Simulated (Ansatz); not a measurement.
TiO2, response to strain

Base system: TiO$_{2}$ in the anatase structure (space group I4_1/amd, No. 141; a = 3.770 Å, c = 9.552 Å). Axes: x, y, z lie along a, b, c of the conventional cell.

Strains are applied to the cell and any free atomic positions relax.

Method: PBEsol (Ansatz, a program for electronic structure, PAW, spin-orbit coupling left out).

Notes on the quantities. energy relative to the base: free energy F.

```json
[
 {"uniaxial strain ε_zz (%)": "0", "energy relative to the base (meV/atom)": "0.0"},
 {"uniaxial strain ε_zz (%)": "0.6", "energy relative to the base (meV/atom)": "0.2"},
 {"uniaxial strain ε_zz (%)": "1.2", "energy relative to the base (meV/atom)": "1.0"},
 {"uniaxial strain ε_zz (%)": "1.8", "energy relative to the base (meV/atom)": "?"},
 {"uniaxial strain ε_zz (%)": "2.4", "energy relative to the base (meV/atom)": "3.9"},
 {"uniaxial strain ε_zz (%)": "3", "energy relative to the base (meV/atom)": "6.0"}
]
```

**Question.** Fit ΔE = Aε² + Bε³ (ε in %) to the rows shown and predict the withheld row.

**Answer.** Least squares on the printed values gives A = 0.708 and B = -0.014 meV/atom (largest residual 0.1 meV/atom); this predicts 2.2 meV/atom, and the run gives 2.2 meV/atom, in agreement.

Whether these cells are dynamically stable was not tested. All final runs are without spin polarisation.
